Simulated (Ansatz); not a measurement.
We consider MoBi₂ (model structure, started from the NbAs2 type, C2/m, No. 12, 6 atoms in the cell), described by LDA (Ansatz, an electronic-structure program, PAW).

Settings: plane-wave cutoff 520 eV, 16×16×8 k mesh (along the axes of the cell as run), Fermi–Dirac smearing 0.05 eV, no spin polarisation, scalar-relativistic PAW data made under PBE.

Cell (relaxed at this level):

```
Bi2Mo
1.0
    5.26366    -1.82772     0.07960
    5.26366     1.82772     0.07960
   -4.21760     0.00000     7.11684
Mo Bi
2 4
Direct
  0.13952   0.13952   0.18478
  0.86048   0.86048   0.81522
  0.84204   0.84204   0.44817
  0.15796   0.15796   0.55183
  0.59504   0.59504   0.88552
  0.40496   0.40496   0.11448
```

What does this level give for the bulk modulus?


- bulk modulus: 97.5 GPa

Note: the run has no spin polarisation, so it can have missed a magnetic state; the bulk modulus is −V dP/dV from two relaxed cells at ±2 % in volume; the relaxation could raise the start's symmetry but not lower it, so the cell can be a saddle point.

Spin–orbit coupling is not included; it can shift volumes and moduli of such heavy elements.

Static lattice: no zero-point or thermal effects.

The result took roughly 50 core-minutes.

A model structure was made by putting elements into a prototype or built by hand; it is no filed structure, need not be a known phase, and can be a saddle point held by its symmetry.
